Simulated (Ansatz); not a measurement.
Density of states of GaAs (F-43m) above the conduction band minimum, PBEsol, rigid bands in Ansatz (an electronic-structure program); cell volume 45.3 Å³.

| energy from edge (eV) | 10⁻³ states/eV/cell |
|---|---|
| 0.006 | 0.10 |
| 0.031 | 0.26 |
| 0.056 | 0.39 |
| 0.081 | 0.53 |
| 0.106 | 0.68 |
| 0.131 | 0.84 |
| 0.156 | 1.02 |
| 0.181 | 1.23 |
| 0.206 | 1.42 |
| 0.231 | 1.63 |
| 0.256 | 1.88 |
| 0.281 | 2.15 |
| 0.319 | 2.54 |
| 0.344 | 2.82 |
| 0.369 | 3.17 |
| 0.394 | 3.51 |
| 0.419 | 3.91 |
| 0.444 | 4.23 |
| 0.469 | 4.63 |
| 0.494 | 5.93 |
| 0.519 | 29.1 |
| 0.544 | 41.8 |
| 0.569 | 51.7 |
| 0.594 | 60.9 |

Q: What effective density of states at 300 K does this give (∫ g(E) exp(−E/k_BT) dE, both spins, divided by the cell's size)?

A: 1.3e17 cm⁻³, a density-of-states mass of 0.029 mₑ, valleys and band degeneracy included.

Spin-orbit coupling is left out. Geometry: cell and atoms relaxed with PBEsol.
